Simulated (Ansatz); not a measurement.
# What isotropic strain −4.40 % does to Sb

Take Sb in the fcc (Cu type) structure (space group Fm-3m, No. 225; a = 4.7143 Å; relaxed with 0.1 eV smearing) as the base.

The change: every lattice vector is shortened by 4.40 %, atoms relaxed at fixed cell.

Computed with PBEsol in Ansatz (plane waves to 420 eV, PAW, no spin-orbit coupling). Γ-centred 24×24×24 mesh, Fermi–Dirac width 0.1 eV.

```csv
quantity,base,changed,shift
volume per atom,26.19 Å³,22.89 Å³,-3.308 Å³
space group,Fm-3m (No. 225),Fm-3m (No. 225),–
energy relative to the base (free energy F),0 meV/atom,+112 meV/atom,+112 meV/atom
pressure,0.0 GPa,12.3 GPa,+12.3 GPa
band gap,zero,zero,–
```

Final structure:

```yaml
crystal:
  lattice:
    - [0.00000, 2.25343, 2.25343]
    - [2.25343, 0.00000, 2.25343]
    - [2.25343, 2.25343, 0.00000]
  atoms:
    - { symbol: Sb, position: [0.00000, 0.00000, 0.00000] }
```

Stability against distortions was not tested. This is not the structure that Sb has at room temperature and ambient pressure.

Ansatz is a program for electronic structure.
